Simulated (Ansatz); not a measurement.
hcp Re (0 0 1) on alpha quartz (0 0 1) (film strained to the substrate, started from cuts of the bulks and a machine-learned relaxation; slabs Si9O16 and Re18, which can lie off the formulas)

A periodic stack without vacuum, hcp Re (0 0 1) on alpha quartz (0 0 1) (film strained to the substrate, started from cuts of the bulks and a machine-learned relaxation; slabs Si9O16 and Re18, which can lie off the formulas): substrate slab Si9O16, film Re18, surface cells [[1, 0], [0, 1]] and [[2, 1], [-1, 1]], film strained by +4.4 and +4.4 %, outermost planes Si/Si and Re/Re as cut, which need not be the usual terminations and can put a slab off its formula.

The start was prepared with a machine-learned potential, and the result is one local minimum, with the in-plane cell held and forces under 0.04 eV/Å; the film can end far from its bulk form.

The numbers are results of PBE (plane waves to 420 eV, PAW; Ansatz, a first-principles code), not measurements. No spin–orbit coupling; the runs are not spin-polarised; PBE gaps are too small against experiment. Its k-point mesh 6×6×1, Fermi–Dirac width 0.05 eV.

interface area: 21.8 Å²
period: 29.31 Å
heights between the nearest atoms of the two slabs at the two interfaces: 1.88 and 1.87 Å
Re–Si contacts across the interfaces within 1.22 times the sum of covalent radii: 6, mean 2.59 Å
O–Re contacts across the interfaces within 1.22 times the sum of covalent radii: 2, mean 2.55 Å
hole barrier (PBE, at the middle of a substrate layer that carries a field): 3.13 eV
electron barrier (PBE, at the middle of a substrate layer that carries a field): 2.55 eV
slope of the mean potential energy in the substrate: -2.1 MV/cm × e

```
CELL_PARAMETERS angstrom
      5.02063    -0.00011    -0.07429
     -2.51065     4.34840     0.01025
     -3.16553     1.63130    29.34754
ATOMIC_POSITIONS crystal
  Si 0.92817 0.40454 0.02801
  Si 0.50468 0.32851 0.15488
  Si 0.50107 0.88407 0.09212
  O  0.56443 0.63655 0.12401
  O  0.82506 0.16095 0.07354
  O  0.36701 0.03633 0.12251
  O  0.25413 0.71470 0.04851
  Si 0.02374 0.28528 0.21869
  Si 0.62045 0.28715 0.34423
  Si 0.53910 0.78504 0.28153
  O  0.26269 0.23721 0.19300
  O  0.66921 0.61231 0.31997
  O  0.78722 0.95814 0.24320
  O  0.83662 0.40140 0.18089
  O  0.48841 0.03085 0.30582
  O  0.20799 0.53952 0.25726
  Si 0.13552 0.22451 0.40720
  Si 0.76294 0.24570 0.53213
  Si 0.64044 0.74078 0.46915
  O  0.37734 0.16983 0.38320
  O  0.74741 0.56583 0.51161
  O  0.90157 0.89786 0.43237
  O  0.95005 0.33749 0.36822
  O  0.60360 0.01347 0.48856
  O  0.31396 0.49074 0.44437
  Re 0.40896 0.91901 0.59689
  Re 0.75830 0.60156 0.59743
  Re 0.11290 0.26798 0.59640
  Re 0.47769 0.57760 0.66852
  Re 0.80350 0.24385 0.66547
  Re 0.13842 0.90857 0.66860
  Re 0.51764 0.89556 0.74477
  Re 0.84437 0.55125 0.74367
  Re 0.18309 0.22379 0.74454
  Re 0.55668 0.53365 0.81611
  Re 0.89488 0.20440 0.81689
  Re 0.22137 0.86128 0.81600
  Re 0.59166 0.83876 0.89189
  Re 0.93172 0.50446 0.89524
  Re 0.26233 0.16934 0.89196
  Re 0.62194 0.48295 0.96422
  Re 0.97803 0.13176 0.96370
  Re 0.31055 0.81608 0.96326
```
